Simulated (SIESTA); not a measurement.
## A short convergence ladder for Se (C2, 3 atoms in the cell)

```yaml
crystal:
  lattice:
    - [2.19156, -3.79589, 0.00000]
    - [2.19156, 3.79589, 0.00000]
    - [0.00000, 0.00000, 4.96485]
  atoms:
    - { symbol: Se, position: [0.00000, 0.22500, 0.66667] }
    - { symbol: Se, position: [0.78641, 0.78641, 0.00000] }
    - { symbol: Se, position: [0.22500, 0.00000, 0.33333] }
```

Base method: SIESTA with LDA PW92, numerical atomic orbitals TZP, PseudoDojo LDA standard norm-conserving potentials (rewritten from UPF to PSML).

Base settings: XC.functional = LDA; XC.authors = PW92; potentials = PseudoDojo LDA standard; PAO.BasisSize = TZP; PAO.EnergyShift = 0.01 Ry; MeshCutoff = 350 Ry; kgrid.MonkhorstPack = 3 3 2; OccupationFunction = FD; ElectronicTemperature = 10 meV; MaxSCFIterations = 150.

**The setting basis size**

Level: DFT, LDA PW92, numerical atomic orbitals TZDP, PseudoDojo LDA standard norm-conserving potentials (rewritten from UPF to PSML).

Moved along: PAO.BasisSize.

The second cell is the first with its lattice scaled by 0.98.

The mesh stays at the base's, so the ladder's end is converged at best in this setting alone.

The sets are ordered by size and need not be nested.

Only quantities that move along the ladder and can be compared are tabulated; the gap is left out on so coarse a mesh.

```tsv
basis (functions)	energy of the compressed cell less the first (meV/atom)	pressure (GPa)	largest difference of a force vector from the last step's (eV/Å)
SZ (27)	123.73	9.33	2.004
DZ (39)	71.81	4.82	0.674
SZP (42)	99.99	7.20	1.525
DZP (54)	81.69	5.50	0.517
TZP (66)	71.56	4.57	0.488
TZDP (81)	56.90	3.27	0.000
```

Coarsest basis (functions) that holds the forces within 0.02 eV/Å: not settled: the last two steps still differ by 0.49 eV/Å, over half the tolerance, so the ladder does not show it.

Coarsest basis (functions) that holds the pressure within 1 GPa: not settled: the last two steps still differ by 1.3 GPa, over half the tolerance, so the ladder does not show it.

Coarsest basis (functions) that holds the energy of the compressed cell less the first within 2 meV/atom: not settled: the last two steps still differ by 15 meV/atom, over half the tolerance, so the ladder does not show it.

On the base run: the starting cell has typed, rounded lattice constants, without a prior relaxation at this level. Its lattice was rescaled by up to half a per cent. One atom was moved a little off its site on purpose. Values carry the incompleteness of an atom-centred basis. In the base run, with a pressure of about 5 GPa the cell is away from its equilibrium volume at this level. In the base run, forces exceed 1 eV/Å.
